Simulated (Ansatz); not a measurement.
An Ansatz (an electronic-structure program) input (PBE in Ansatz (plane waves to 420 eV, PAW, no spin-orbit coupling)):

Ansatz 0.2 input:
```yaml
crystal:
  lattice:
    - [0, 2.8520291407, 2.8520291407]
    - [2.8520291407, 0, 2.8520291407]
    - [2.8520291407, 2.8520291407, 0]
  atoms:
    - { symbol: Ge, position: [0, 0, 0] }
    - { symbol: Ge, position: [0.25, 0.25, 0.25] }
basis: { ecutwfc: 420, ecutrho_ratio: 4, xc_grid: 2, fft_grid_basis: typed }
kpoints: { mp_grid: { grid: [14, 14, 14] } }
hamiltonian:
  xc: pbe
  dispersion: none
  pseudopotentials: { kind: paw }
scf: { occupations: { method: fermi_dirac, width: 0.05 }, convergence: { dr2_threshold: 0.0000000002 } }
relax: { f_tol: 0.005, max_steps: 50 }
output: { forces: true, stress: true }
checkpoint: { write: state.ck, write_every: 1000 }
```

**Question.** Which symmetry and how many k-points will the program report, and about how many plane waves at Γ?

**Answer.** Space group Fd-3m (ITA 227) with 48 operations, k-points 104 of 2744, and 893 plane waves at Γ.

**Question.** And the final pressure?

**Answer.** 1.90 GPa (compression positive).

The cells carry an imposed strain or load. Stability against distortions was not tested. The cell was made from Ge in the diamond structure (space group Fd-3m, No. 227) by this change: isotropic strain −1.00 %.
